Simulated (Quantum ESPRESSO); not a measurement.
Worked example: self-consistent single point of TiAl (P1, 2 atoms in the cell) in Quantum ESPRESSO.

Method: LDA (PZ), GBRV 1.5 ultrasoft (LDA) pseudopotentials (plane waves; Quantum ESPRESSO).

```xyz
2
Lattice="2.8108 0.0000 0.0000 0.0000 2.8108 0.0000 0.0000 0.0000 4.0664" Properties=species:S:1:pos:R:3 pbc="T T T"
Ti     1.4529     1.4445     2.0697
Al    -0.0475    -0.0391    -0.0365
```

Reference input (self-consistent single point, DFT, LDA (PZ), plane waves, GBRV 1.5 ultrasoft (LDA) pseudopotentials): ecutwfc = 50 Ry; ecutrho = 400 Ry; occupations = smearing; smearing = cold; degauss = 0.0073499 Ry; potentials = {Ti: ti_lda_v1.4.uspp.F.UPF, Al: al_lda_v1.uspp.F.UPF}; K_POINTS = automatic 12 12 8 0 0 0; conv_thr = 1e-10 Ry; mixing_beta = 0.7. This run's input differs from it in these lines:

```diff
@@ -17,3 +17,3 @@
     smearing = 'cold',
-    degauss = 0.0073499,
+    degauss = 0.02205,
 /
```

Output, abridged:

```
     Self-consistent Calculation

     iteration #  1     ecut=    50.00 Ry     beta= 0.70

---- Real-time Memory Report at c_bands before calling an iterative solver
           199 MiB given to the printing process from OS
           165 MiB allocation reported by mallinfo(arena+hblkhd)
------------------

     negative rho (up, down):  1.127E-03 0.000E+00

     total energy              =    -125.69697992 Ry
     estimated scf accuracy    <       0.48524498 Ry

     iteration #  2     ecut=    50.00 Ry     beta= 0.70

---- Real-time Memory Report at c_bands before calling an iterative solver
   [... lines left out ...]

     atom    1 type  1   force =    -0.01560266   -0.01291954   -0.01538910
     atom    2 type  2   force =     0.01560266    0.01291954    0.01538910

     Total force =     0.035977     Total SCF correction =     0.000003

     negative rho (up, down):  3.573E-05 0.000E+00
          total   stress  (Ry/bohr**3)                   (kbar)     P=      -51.66
  -0.00036196   0.00001483   0.00003816          -53.25        2.18        5.61
   0.00001483  -0.00035893   0.00003162            2.18      -52.80        4.65
   0.00003816   0.00003162  -0.00033264            5.61        4.65      -48.93

   JOB DONE.
```

The run converged in 11 iterations. Against the reference run the free energy rises by 2.6 meV/atom, the pressure hardly changes (-5.13 to -5.17 GPa) and the largest force moves little (0.660 to 0.654 eV/Å).

The starting cell comes from a database of computed structures (which also holds hypothetical and non-ambient phases and stackings), without a prior relaxation at this level. Its atoms were displaced at random from the sites of space group no. 123. Spin polarisation is off. With a pressure of about -5 GPa the cell is away from its equilibrium volume at this level.

Cost on one core of a shared machine: roughly 2 min.
